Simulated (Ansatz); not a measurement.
Take TaN in the rock salt structure (space group Fm-3m, No. 225; relaxed with 0.1 eV smearing) as the base.

```
CELL_PARAMETERS angstrom
      0.00000     2.18747     2.18747
      2.18747     0.00000     2.18747
      2.18747     2.18747     0.00000
ATOMIC_POSITIONS crystal
  N  0.00000 0.00000 0.00000
  Ta 0.50000 0.50000 0.50000
```

Method: PBEsol (Ansatz, a program for electronic structure, PAW, no spin-orbit coupling), earlier PAW set.

Base values:

| Property | Value |
|---|---|
| Pressure | 0.0 GPa |

Now apply this change: the cell is scaled by 0.9925 in all directions, atoms relaxed at fixed cell.

Problem. Estimate the effect on the energy relative to the base.

Solution. The energy rises by 6.1 meV/atom.

Problem. How does this affect the pressure?

Solution. The pressure goes from zero to 8.5 GPa.

The cells carry an imposed strain or load. Whether these cells are dynamically stable was not tested. All final runs are without spin polarisation. This is not the structure that TaN has at room temperature and ambient pressure.
